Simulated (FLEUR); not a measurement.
FLEUR run on Cr3Ge (Pm-3n, 8 atoms in the cell): self-consistent single point.

Method: FLEUR with LDA (Perdew-Zunger), all-electron FLAPW (FLEUR), scalar-relativistic valence.

```
Cr3Ge
1.0
    4.54985     0.00000     0.00000
    0.00000     4.54985     0.00000
    0.00000     0.00000     4.54985
Cr Ge
6 2
Direct
  0.25000   0.00000   0.50000
  0.75000   0.00000   0.50000
  0.50000   0.75000   0.00000
  0.50000   0.25000   0.00000
  0.00000   0.50000   0.75000
  0.00000   0.50000   0.25000
  0.00000   0.00000   0.00000
  0.50000   0.50000   0.50000
```

Reference input (self-consistent single point, DFT, PBEsol, all-electron FLAPW (FLEUR), scalar-relativistic valence): Kmax = 4.1 1/bohr; GmaxXC = 16.4 1/bohr; xcFunctional = PBEs; jspins = 1; l_soc = F; mode = gauss; fermiSmearingEnergy = 0.00999582 Htr; mesh (inpgen div1-3) = 5 5 5; inpgen gamma flag = false; Gmax = 16.4 1/bohr; numbands = 0; maxIterBroyd = 15. This run's input differs from it in these lines:

```diff
@@ -20,3 +20,3 @@
 &comp jspins=1 /
-&exco xctyp='PBEs' /
+&exco xctyp='pz' /
 &kpt div1=5 div2=5 div3=5 /
@@ -33,3 +33,3 @@
       <coreElectrons ctail="T" frcor="F" kcrel="0" coretail_lmax="0"/>
-      <xcFunctional name="PBEs" relativisticCorrections="F"/>
+      <xcFunctional name="pz" relativisticCorrections="F"/>
       <magnetism jspins="1"/>
```

The program printed (abridged):

```
 Iteration:     1   Distance:      32.61284096 me/bohr^3
 Iteration:     2   Distance:      27.39330708 me/bohr^3
 Iteration:     3   Distance:       9.64373879 me/bohr^3
 Iteration:     4   Distance:      10.97208931 me/bohr^3
 Iteration:     5   Distance:       4.19584713 me/bohr^3
   [... 8 lines left out ...]
 Iteration:    14   Distance:       0.00039558 me/bohr^3
 Iteration:    15   Distance:       0.00002043 me/bohr^3
 Iteration:    16   Distance:       0.00001827 me/bohr^3
 Iteration:    17   Distance:       0.00000946 me/bohr^3
 Run finished successfully
 Stop message:
   Structural relaxation: Done

[file out, last iteration]
             iter=     18
[...]
          total density-effective poten   -1.6672385064E+04
          total charge density-energy d   -4.3442121858E+02
 Updated energy parameters for spin:           1
[...]
 fermi energy and band-weighting factors:
   [... 8 lines left out ...]

[...]
FERMIE:
          first approx. to ef    (T=0)  :   0.500335 htr   (energy of the highest occ. eigenvalue)
          number of occ. states  (T=0)  :        556
          first approx. to seigv (T=0)  : -55.351502 htr
          sum of weights of occ. states :  56.000000
          sum of semicore charge        :   0.000000 e
          fermi energy=   0.50013 har   work function= -13.60927 ev
          number of valence electrons= 112.00000
   [... lines left out ...]
          total moment                 =     0.00000
 Direct bandgap for spin            1 :    4.6197317967666685E-003  Htr
 ---->    free energy=                    -10485.6882665363 htr
   [... lines left out ...]
      extrapolation for T->0
 ---->    total electron energy=          -10485.6882665363 htr
 ***** TOTAL FORCES ON ATOMS *****
 TOTAL FORCE FOR ATOM TYPE=  1  X=  2.149   Y=  0.000   Z=  4.299
                       FX_TOT= 0.000000 FY_TOT= 0.000000 FZ_TOT= 0.000000
 TOTAL FORCE FOR ATOM TYPE=  2  X=  0.000   Y=  0.000   Z=  0.000
                       FX_TOT= 0.000000 FY_TOT= 0.000000 FZ_TOT= 0.000000
 Structural relaxation: Done
```

The run converged in 17 iterations. FLEUR gives forces in its relaxation mode, with a further iteration, so its stop message speaks of a relaxation. 

The starting cell comes from a database of computed structures (which also holds hypothetical and non-ambient phases and stackings), without a prior relaxation at this level. Its lattice was rescaled by a random factor within 2.5 % of one. Spin polarisation is off. Values depend on the basis (sphere radii, cutoffs, local orbitals), which need not be converged. The log's line on a gap gives a spacing of levels on this mesh, which the program prints for metals too.

Cost on one core of a shared machine: roughly 2 min.
